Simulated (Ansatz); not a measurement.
The parent structure is W in the bcc (W type) structure (space group Im-3m, No. 229; a = 3.1544 Å; relaxed with 0.1 eV smearing). Axes: x, y, z lie along the cube axes.

The change: biaxial strain −2.06 %, plane normal [110], relaxed out of plane (Cartesian); in-plane vectors clamped, the third vector and the atoms free.

Levels (all Ansatz, a program for electronic structure, PAW, earlier PAW set): PBEsol (420 eV, no SOC); r2SCAN (500 eV, no spin-orbit coupling).

The geometry is relaxed with PBEsol.

```
Quantity           Value
---------------  -------
PBEsol pressure  8.6 GPa
```

### Question
How does going to r2SCAN change the pressure?

### Answer
The pressure rises by 5.05 GPa to 13.7 GPa.

Single points use the geometry relaxed with PBEsol. Their cutoffs differ, which shifts pressures a little. Whether these cells are dynamically stable was not tested. All final runs are without spin polarisation.
